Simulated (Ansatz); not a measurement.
## O on the 1x1 (110) surface of bcc V, one in a 2x2 cell, started at the site 'hollow V-V-V'

The numbers are results of PBE (plane waves to 420 eV, PAW; Ansatz, a program for electronic structure), not measurements.

Set-up: 17 atoms, 6.1 Å thick at the start under the adsorbate (thin: gaps and levels are the slab's own); mesh 6x6x1; 0.1 eV smearing; dipole correction on; 8 atoms held, the rest relaxed; held to the start's symmetry, so lower structures may exist; no spin, no spin-orbit, no U, no dispersion correction. At the end it is bonded to 3 V. In PBE it is, or lies within 0.03 eV of, the lowest of the starts that converged.

```
Quantity                                                                                                                                                          Result
--------------------------------------------------------------------------------------  --------------------------------------------------------------------------------
adsorption energy against ½ O2(g)                                                                                                                               -4.99 eV
work function of the top face                                                                                                                                    4.61 eV
change of the work function                                                                                                                                     -0.12 eV
change of the step from the bottom to the top vacuum level, against the clean slab                                                                             -0.100 eV
energy released by relaxation                                                                                                                                    1.59 eV
height of the binding atom over the mean of the host atoms within 0.3 Å of the top one                                                                           1.130 Å
nearest host atoms of the binding atom                                                                                             V at 1.90 Å, V at 1.90 Å, V at 1.93 Å
largest move of a host atom                                                                                                                                       0.17 Å
caution                                                                                 the clean host was not checked against rearrangement in a larger or rattled cell
cost                                                                                                                                       around 6 core-minutes (rough)
```

A negative adsorption energy means that the adsorbate is more stable on the surface than in its reference.
